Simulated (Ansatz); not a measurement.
Base system: VBiO$_{4}$ (space group I4_1/a, No. 88; a = 5.166 Å, c = 11.779 Å).

Computed with Kohn–Sham DFT with the PBE functional, run in Ansatz (a program for electronic structure) with PAW and 420 eV plane waves, spin-orbit coupling left out, earlier PAW set.

One change was made to it. Results:

The c/a ratio drops by 0.0656 to 2.215; the shortest interatomic distance drops by 0.032 Å, from 1.736 Å to 1.704 Å; the density rises by 1.26 g/cm³, from 6.84 g/cm³ to 8.10 g/cm³.

Problem. What was done to the base?
A. pressure 30 GPa
B. pressure −1 GPa
C. pressure 4.2 GPa
D. pressure 9 GPa

Solution. A, pressure 30 GPa. For comparison, the c/a ratio in the other runs: pressure 4.2 GPa gives 2.267; pressure −1 GPa gives 2.284; pressure 9 GPa gives 2.256.

Load acts through the strain it causes; cell and atoms are relaxed under it. Stability against distortions was not tested. No other phases were tried under pressure. Starting moments died away, wholly or in part, for the base; another magnetic solution may exist. The final runs are not spin-polarised.
